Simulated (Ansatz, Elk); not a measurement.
An Elk input for a self-consistent single point of TiCo (Pm-3m, 2 atoms in the cell) (DFT, PBE, all-electron FP-LAPW, Elk's shipped species files, APW+lo basis with extra local orbitals):

```
tasks
  0

xctype
  20

spinpol
  .true.

reducebf
  0.7

tforce
  .true.

rgkmax
  7.5

gmaxvr
  18.0

lmaxapw
  10

lmaxo
  8

nxlo
  2

lorbcnd
  .true.

lradstp
  2

nrmtscf
  2.0

rmtscf
  0.95

lmaxi
  4

nempty
  10

stype
  0

swidth
  0.00367493

maxscl
  100

avec
    5.5842427435    0.0000000000    0.0000000000
    0.0000000000    5.5842427435    0.0000000000
    0.0000000000    0.0000000000    5.5842427435

sppath
  './'

atoms
  2
  'Ti.in'
  1
  0.0000000000  0.0000000000  0.0000000000    0.0 0.0 -1.0
  'Co.in'
  1
  0.5000000000  0.5000000000  0.5000000000    0.0 0.0 -3.0

ngridk
  8 8 8
```

**Question.** Translate this input to Ansatz (a first-principles code).

**Answer.** This is the input that was run; spellings and numerical settings could be chosen otherwise.

Ansatz 0.2 input:
```yaml
crystal:
  lattice:
    - [2.955054, 0.000000, 0.000000]
    - [0.000000, 2.955054, 0.000000]
    - [0.000000, 0.000000, 2.955054]
  atoms:
    - { symbol: Ti, position: [0.000000, 0.000000, 0.000000], spin: 1.0 }
    - { symbol: Co, position: [0.500000, 0.500000, 0.500000], spin: 3.0 }
basis:
  ecutwfc: 420.0 eV
kpoints:
  mp_grid: { grid: [8, 8, 8] }
hamiltonian:
  xc: pbe
  pseudopotentials: { kind: paw }
magnetization:
  spin_polarized: true
scf:
  occupations: { method: gaussian, width: 0.1 eV }
output:
  forces: true
  eigenvalues: true
  stress: true
```

Basis settings and potentials, where a program has them, do not carry over. This input uses DFT, PBE, plane waves, default PAW files. Both were run: size of the net moment 0.46 μB/atom in Elk and 0.46 in Ansatz.

On Elk: the starting cell comes from a database of computed structures (which also holds hypothetical and non-ambient phases and stackings), without a prior relaxation at this level. Its lattice was rescaled by a random factor within 2.5 % of one. With one magnetic atom in the cell only a parallel order is possible. Values depend on the basis (sphere radii, cutoffs, local orbitals), which need not be converged.

On Ansatz: the starting cell comes from a database of computed structures (which also holds hypothetical and non-ambient phases and stackings), without a prior relaxation at this level. Its lattice was rescaled by a random factor within 2.5 % of one. With one magnetic atom in the cell only a parallel order is possible. With a pressure of about 6 GPa the cell is away from its equilibrium volume at this level.
